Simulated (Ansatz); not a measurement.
# Pressure series in Mn5Ge3

The reference is Mn5Ge3 (space group P6_3/mcm, No. 193; a = 7.0124 Å, c = 4.8743 Å; ferromagnetic; a cell from a computed database, its experimental status unchecked).

Cell and atoms are relaxed at each pressure.

Method: plane-wave PAW DFT at the PBEsol level (Ansatz, a first-principles code, 420 eV), spin-orbit coupling left out.

Notes on the quantities. enthalpy: H = E + PV relative to the base's energy.

```json
[
 {"change": "base", "c/a ratio": "0.695", "volume per atom": "12.97 Å³", "enthalpy": "–"},
 {"change": "pressure 0.3 GPa", "c/a ratio": "0.695", "volume per atom": "12.95 Å³", "enthalpy": "+0.02 eV/atom"},
 {"change": "pressure 0.7 GPa", "c/a ratio": "0.695", "volume per atom": "12.91 Å³", "enthalpy": "+0.06 eV/atom"},
 {"change": "pressure 1.5 GPa", "c/a ratio": "0.695", "volume per atom": "12.84 Å³", "enthalpy": "+0.12 eV/atom"},
 {"change": "pressure 3 GPa", "c/a ratio": "0.694", "volume per atom": "12.72 Å³", "enthalpy": "+0.24 eV/atom"},
 {"change": "pressure 5 GPa", "c/a ratio": "0.694", "volume per atom": "12.56 Å³", "enthalpy": "+0.40 eV/atom"},
 {"change": "pressure 7.5 GPa", "c/a ratio": "0.693", "volume per atom": "[?]", "enthalpy": "+0.59 eV/atom"},
 {"change": "pressure 10 GPa", "c/a ratio": "[?]", "volume per atom": "[?]", "enthalpy": "+0.79 eV/atom"}
]
```

Question: Complete the table.

Answer: 
- pressure 7.5 GPa, volume per atom: 12.38 Å³
- pressure 10 GPa, c/a ratio: 0.692
- pressure 10 GPa, volume per atom: 12.20 Å³

Other magnetic orders, which the real material may have, were not ruled out. Load acts through the strain it causes; cell and atoms are relaxed under it. Whether these cells are dynamically stable was not tested. Competing high-pressure phases were not computed.
